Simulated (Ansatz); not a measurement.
Ansatz (a first-principles code) run on LaNi2B2C (I4mm, 6 atoms in the cell): self-consistent single point.

Method of the run: PBEsol, default PAW files made with PBE (plane waves; Ansatz).

The change in words: lattice scaled by 0.98; basis.ecutrho_ratio: default → 16. Reference geometry:
```yaml
crystal:
  lattice:
    - [-1.87976, 1.87976, 4.88465]
    - [1.87976, -1.87976, 4.88465]
    - [1.87976, 1.87976, -4.88465]
  atoms:
    - { symbol: La, position: [0.00512, 0.00512, 0.00000] }
    - { symbol: Ni, position: [0.75000, 0.25000, 0.50000] }
    - { symbol: Ni, position: [0.25000, 0.75000, 0.50000] }
    - { symbol: B, position: [0.34813, 0.34813, 0.00000] }
    - { symbol: B, position: [0.65187, 0.65187, 0.00000] }
    - { symbol: C, position: [0.50000, 0.50000, 0.00000] }
```

Reference input (self-consistent single point, DFT, PBEsol, plane waves, default PAW files made with PBE): basis.ecutwfc = 420 eV; kpoints.mp_grid.grid = 8 8 8; hamiltonian.xc = pbesol; hamiltonian.pseudopotentials = {kind: paw} (the program's default PAW files); scf.occupations.method = fermi_dirac; scf.occupations.width = 0.1 eV. This run's input differs from it in these lines:

Ansatz 0.2 input:
```diff
@@ -2,5 +2,5 @@
   lattice:
-    - [-1.87975900, 1.87975900, 4.88464900]
-    - [1.87975900, -1.87975900, 4.88464900]
-    - [1.87975900, 1.87975900, -4.88464900]
+    - [-1.84216400, 1.84216400, 4.78695600]
+    - [1.84216400, -1.84216400, 4.78695600]
+    - [1.84216400, 1.84216400, -4.78695600]
   atoms:
@@ -14,2 +14,3 @@
   ecutwfc: 420.0 eV
+  ecutrho_ratio: 16
 kpoints:
```

Output, abridged:

```
SCF iter   1: F=—  HF=-18325.961574 eV  |F-HF|=—  |Δ(HF+E_count)|=         —  Δρ=7.35e-3  dr2=2.94e-2  ethr=1.77e-3  ⟨swp⟩=5.1  Hψ=7871  notcnv=0
all-band conjugate gradients solve this SCF's bands
preconditioner: auto → Kerker (q_TF=auto, 2.669 Å⁻¹)
SCF iter   2: F=—  HF=-18325.953383 eV  |F-HF|=—  |Δ(HF+E_count)|=   8.19e-3  Δρ=3.19e-3  dr2=9.12e-3  ethr=5.16e-5  ⟨swp⟩=2.1  Hψ=4164  notcnv=0
SCF iter   3: F=—  HF=-18325.951455 eV  |F-HF|=—  |Δ(HF+E_count)|=   1.93e-3  Δρ=1.06e-3  dr2=7.91e-4  ethr=1.60e-5  ⟨swp⟩=2.0  Hψ=3060  notcnv=0
SCF iter   4: F=—  HF=-18325.951238 eV  |F-HF|=—  |Δ(HF+E_count)|=   2.17e-4  Δρ=2.28e-4  dr2=3.30e-5  ethr=1.39e-6  ⟨swp⟩=2.0  Hψ=3682  notcnv=0
SCF iter   5: F=—  HF=-18325.951234 eV  |F-HF|=—  |Δ(HF+E_count)|=   3.33e-6  Δρ=7.27e-5  dr2=2.90e-6  ethr=5.79e-8  ⟨swp⟩=2.1  Hψ=3521  notcnv=0
SCF iter   6: F=-18325.951234 eV  HF=-18325.951234 eV  |F-HF|=1.43e-8  |Δ(HF+E_count)|=   1.86e-7  Δρ=1.62e-5  dr2=8.50e-8  ethr=1.75e-10  ⟨swp⟩=6.4  Hψ=10898  notcnv=0
SCF 1 converged in 6 iterations: F = -18325.951234 eV  dr2 = 8.50e-8
Free energy (F): -18325.951234 eV
Internal energy: -18325.874552 eV  (E = F + TS)
E sigma→0 (E₀):  -18325.912893 eV
Entropy (-TS):   -0.076682 eV (-12.780 meV/atom)
Fermi energy:    15.733141 eV
--- Forces (eV/Å), atoms counted from 1 ---
  atom   1  La     0.00000000    -0.00000000    -0.40150101
  atom   2  Ni     0.00000000    -0.00000000     0.18863117
  atom   3  Ni    -0.00000000    -0.00000000     0.18863117
  atom   4  B     -0.00000000     0.00000000    -0.73308306
  atom   5  B      0.00000000    -0.00000000     0.82147785
  atom   6  C      0.00000000     0.00000000    -0.06416377
--- Stress (GPa, compression-positive) ---
        9.462797       0.000000       0.000000
        0.000000       9.462797       0.000000
        0.000000       0.000000      14.181785
  P = ⅓ Tr σ = 11.0358 GPa (110.358 kbar)
  The stress holds the Pulay correction. Without it, at fixed plane waves, as pw.x and ABINIT print it: P = 10.8757 GPa
```

The run converged in 6 iterations. Against the reference run the free energy goes up by 18.8 meV/atom, the pressure goes from -1.49 to 11.04 GPa and the largest force goes from 0.317 to 0.821 eV/Å.

The starting cell comes from a database of computed structures (which also holds hypothetical and non-ambient phases and stackings), without a prior relaxation at this level. Its lattice was rescaled by up to half a per cent. One atom was moved a little off its site on purpose. For this run, on top of that: lattice scaled by 0.98. Spin polarisation is off. Ansatz's pressure includes its estimate of the finite-basis (Pulay) stress.
